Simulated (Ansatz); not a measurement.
hcp Gd was calculated with r²SCAN-D4 in Ansatz (plane waves, PAW).

Run with plane-wave cutoff 560 eV, 18×18×10 k mesh (along the axes of the cell as run), Fermi–Dirac smearing 0.05 eV, spin-polarised with parallel moments, scalar-relativistic PAW data made under PBE.

Computed at the level's own relaxed cell.

Task: Estimate the lattice parameter a, equilibrium volume per atom, lattice parameter c, bulk modulus B0 and magnetic moment per atom (the cell's total over its atoms) that the calculation returns.

Result: 
* **lattice parameter a**: 3.627 Å
* **equilibrium volume per atom**: 33.52 Å³/atom
* **lattice parameter c**: 5.885 Å
* **bulk modulus B0**: 38.2 GPa
* **magnetic moment per atom (the cell's total over its atoms)**: 7.92 μB

Measured, for comparison: lattice constant a 3.634 Å (293 K, not corrected to a static lattice, our sources range from 3.634 to 3.640; as tabulated in Wikipedia's data pages); equilibrium volume per atom 33.05 Å³/atom (room temperature, not corrected to a static lattice; as tabulated in Söderlind et al. (2014), doi:10.1088/0953-8984/26/41/416001); lattice parameter c 5.782 Å (293 K, not corrected to a static lattice; as tabulated in Wikipedia's data pages); bulk modulus 37.9 GPa (room temperature, not corrected to a static lattice; as tabulated in Wikipedia's data pages). Computed (rounded) less measured: lattice constant a -0.2 % (-0.2 % to -0.4 % over the range), equilibrium volume per atom +1.4 %, lattice parameter c +1.8 %, bulk modulus +0.8 %.

Note: the 4f shell is treated without U or exact exchange, so its levels and filling can be wrong; the collinear magnetic order is the start's and need not be the measured one; the bulk modulus comes from volumes at which shape and atoms were relaxed.

Moments are spin moments.

Spin–orbit coupling is not included.

Static lattice: no zero-point or thermal effects.

Cost on a shared machine: about 50 core-minutes (a rough figure).

Ansatz is an electronic-structure program.
